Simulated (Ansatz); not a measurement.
Start from SnTe in the rock salt structure (space group Fm-3m, No. 225; a = 6.289 Å).

All numbers come from plane-wave PAW DFT at the PBEsol level (Ansatz, an electronic-structure program, 420 eV), spin-orbit coupling left out.

Strains are applied to the cell and any free atomic positions relax.

One change was made to it. Results:

The pressure goes from zero to -3.0 GPa; the energy rises by 24 meV/atom.

### Question
Name the change that was made.
A. isotropic strain +1.50 %
B. isotropic strain +3.00 %
C. isotropic strain +2.50 %
D. isotropic strain +2.00 %

### Answer
C, isotropic strain +2.50 %. For comparison, the energy relative to the base in the other runs: isotropic strain +3.00 % gives +34 meV/atom; isotropic strain +1.50 % gives +8.9 meV/atom; isotropic strain +2.00 % gives +15 meV/atom.

Whether these cells are dynamically stable was not tested. All final runs are without spin polarisation. Gaps under 0.05 eV, about the width of the smearing, are given as zero.
